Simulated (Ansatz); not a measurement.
This Ansatz (a quantum-chemistry and plane-wave program) input is the reference run, SiC (space group P6_3mc, No. 186), computed with plane-wave PAW DFT at the LDA level (Ansatz, 420 eV), without spin-orbit coupling:

Ansatz 0.2 input:
```yaml
crystal:
  lattice:
    - [3.0584539223, 0, 0]
    - [-1.5292269611, 2.648698793, 0]
    - [0, 0, 10.011997767]
  atoms:
    - { symbol: Si, position: [0, 0, 0.5003095145] }
    - { symbol: Si, position: [0, 0, 0.0003095145] }
    - { symbol: Si, position: [0.3333333333, 0.6666666667, 0.2502510736] }
    - { symbol: Si, position: [0.6666666667, 0.3333333333, 0.7502510736] }
    - { symbol: C, position: [0, 0, 0.3128557656] }
    - { symbol: C, position: [0, 0, 0.8128557656] }
    - { symbol: C, position: [0.3333333333, 0.6666666667, 0.0622136464] }
    - { symbol: C, position: [0.6666666667, 0.3333333333, 0.5622136464] }
basis: { ecutwfc: 420, ecutrho_ratio: 4, xc_grid: 2, fft_grid_basis: typed }
kpoints: { mp_grid: { grid: [12, 12, 4] } }
hamiltonian:
  xc: lda
  dispersion: none
  pseudopotentials: { kind: paw }
scf: { occupations: { method: fermi_dirac, width: 0.05 }, convergence: { dr2_threshold: 0.0000000008 } }
output: { forces: true, stress: true }
checkpoint: { write: state.ck, write_every: 1000 }
```

Task: Write the input for this change: compressive biaxial strain of 1.50 % in the plane normal to [001], as in epitaxy on a mismatched substrate; the out-of-plane cell vector and the atoms relax.

Result: 
Ansatz 0.2 input:
```yaml
crystal:
  lattice:
    - [3.0125771135, 0, 0]
    - [1.5062885567, 2.6089683111, 0]
    - [0, 0, 10.0870877503]
  atoms:
    - { symbol: Si, position: [0, 0, 0.5003095145] }
    - { symbol: Si, position: [0, 0, 0.0003095145] }
    - { symbol: Si, position: [0.3333333333, 0.3333333333, 0.2502510736] }
    - { symbol: Si, position: [0.6666666667, 0.6666666667, 0.7502510736] }
    - { symbol: C, position: [0, 0, 0.3128557656] }
    - { symbol: C, position: [0, 0, 0.8128557656] }
    - { symbol: C, position: [0.3333333333, 0.3333333333, 0.0622136464] }
    - { symbol: C, position: [0.6666666667, 0.6666666667, 0.5622136464] }
basis: { ecutwfc: 420, ecutrho_ratio: 4, xc_grid: 2, fft_grid_basis: typed }
kpoints: { mp_grid: { grid: [12, 12, 4] } }
hamiltonian:
  xc: lda
  dispersion: none
  pseudopotentials: { kind: paw }
scf: { occupations: { method: fermi_dirac, width: 0.05 } }
relax: { f_tol: 0.005, max_steps: 50, cell: { stress_tol: 0.01, fix: [a, b, gamma] } }
output: { forces: true, stress: true }
checkpoint: { write: state.ck, write_every: 1000 }
```
This is the input that was run; other choices of cell and start would serve too.

Stability against distortions was not tested.
